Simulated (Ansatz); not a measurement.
Ansatz (a quantum-chemistry and plane-wave program) run on Ca3BiP (P4mm, 5 atoms in the cell): self-consistent single point.

Computed with PBEsol, default PAW files made with PBE (plane waves; Ansatz).

The change in words: lattice scaled by 0.98; basis.ecutwfc: 30.9 Ry → 54 Ry. Reference geometry:
```yaml
crystal:
  lattice:
    - [5.40122, 0.00000, 0.00000]
    - [0.00000, 5.40122, 0.00000]
    - [0.00000, 0.00000, 5.40122]
  atoms:
    - { symbol: Ca, position: [0.00926, 0.50000, 0.50000] }
    - { symbol: Ca, position: [0.50000, 0.00000, 0.50000] }
    - { symbol: Ca, position: [0.50000, 0.50000, 0.00000] }
    - { symbol: Bi, position: [0.00000, 0.00000, 0.00000] }
    - { symbol: P, position: [0.50000, 0.50000, 0.50000] }
```

Reference input (self-consistent single point, DFT, PBEsol, plane waves, default PAW files made with PBE): basis.ecutwfc = 30.9 Ry; kpoints.mp_grid.grid = 5 5 5; hamiltonian.xc = pbesol; hamiltonian.pseudopotentials = {kind: paw} (the program's default PAW files); scf.occupations.method = fermi_dirac; scf.occupations.width = 0.0073 Ry. This run's input differs from it in these lines:

Ansatz 0.2 input:
```diff
@@ -3,5 +3,5 @@
   lattice:
-    - [5.40121800, 0.00000000, 0.00000000]
-    - [0.00000000, 5.40121800, 0.00000000]
-    - [0.00000000, 0.00000000, 5.40121800]
+    - [5.29319400, 0.00000000, 0.00000000]
+    - [0.00000000, 5.29319400, 0.00000000]
+    - [0.00000000, 0.00000000, 5.29319400]
   atoms:
@@ -13,3 +13,3 @@
 basis:
-  ecutwfc: 30.9 Ry
+  ecutwfc: 54.0 Ry
 kpoints:
```

Log, with long lists cut:

```
SCF iter   1: F=—  HF=-18368.181965 eV  |F-HF|=—  |Δ(HF+E_count)|=         —  Δρ=3.03e-3  dr2=2.64e-2  ethr=1.77e-3  ⟨swp⟩=11.8  Hψ=6877  notcnv=0
all-band conjugate gradients solve this SCF's bands
automatic band count: the SCF goes on with 35 bands, as 30 were too few: the levels above may hold too much charge
preconditioner: auto → Kerker (q_TF=auto, 2.276 Å⁻¹)
SCF iter   2: F=—  HF=-18368.178269 eV  |F-HF|=—  |Δ(HF+E_count)|=   3.70e-3  Δρ=1.80e-3  dr2=1.03e-2  ethr=5.28e-5  ⟨swp⟩=2.0  Hψ=832  notcnv=0
   [... lines left out ...]
SCF iter   5: F=—  HF=-18368.175869 eV  |F-HF|=—  |Δ(HF+E_count)|=   1.86e-4  Δρ=4.63e-5  dr2=6.93e-6  ethr=1.73e-7  ⟨swp⟩=2.0  Hψ=795  notcnv=0
SCF iter   6: F=—  HF=-18368.175869 eV  |F-HF|=—  |Δ(HF+E_count)|=   5.71e-7  Δρ=1.79e-5  dr2=1.16e-6  ethr=1.39e-8  ⟨swp⟩=2.3  Hψ=821  notcnv=0
SCF iter   7: F=—  HF=-18368.175869 eV  |F-HF|=—  |Δ(HF+E_count)|=   1.27e-7  Δρ=5.12e-6  dr2=1.01e-7  ethr=2.00e-10  ⟨swp⟩=9.0  Hψ=3291  notcnv=0
SCF iter   8: F=-18368.175869 eV  HF=-18368.175869 eV  |F-HF|=1.68e-9  |Δ(HF+E_count)|=   1.11e-8  Δρ=1.03e-6  dr2=2.69e-9  ethr=2.00e-10  ⟨swp⟩=4.9  Hψ=1697  notcnv=0
SCF 1 converged in 8 iterations: F = -18368.175869 eV  dr2 = 2.69e-9
Free energy (F): -18368.175869 eV
Internal energy: -18368.171175 eV  (E = F + TS)
E sigma→0 (E₀):  -18368.173522 eV
Entropy (-TS):   -0.004694 eV (-0.939 meV/atom)
Fermi energy:    7.602546 eV
--- Forces (eV/Å), atoms counted from 1 ---
  atom   1  Ca    -0.54793739     0.00000000     0.00000000
  atom   2  Ca     0.05578098    -0.00000000     0.00000000
  atom   3  Ca     0.05578098    -0.00000000     0.00000000
  atom   4  Bi     0.01755454     0.00000000     0.00000000
  atom   5  P      0.41883300    -0.00000000     0.00000000
--- Stress (GPa, compression-positive) ---
        1.518810      -0.000000       0.000000
       -0.000000       1.423133       0.000000
        0.000000       0.000000       1.423133
  P = ⅓ Tr σ = 1.4550 GPa (14.550 kbar)
  The stress holds the Pulay correction. Without it, at fixed plane waves, as pw.x and ABINIT print it: P = 1.4544 GPa
```

The run converged in 8 iterations. Against the reference run the free energy goes up by 1.5 meV/atom, the pressure goes from -0.99 to 1.46 GPa and the largest force goes from 0.462 to 0.548 eV/Å.

The starting cell comes from a database of computed structures (which also holds hypothetical and non-ambient phases and stackings), without a prior relaxation at this level. Its lattice was rescaled by up to half a per cent. One atom was moved a little off its site on purpose. For this run, on top of that: lattice scaled by 0.98. Ansatz's pressure includes its estimate of the finite-basis (Pulay) stress. A gap is left out here, as mesh or smearing make it unsure.
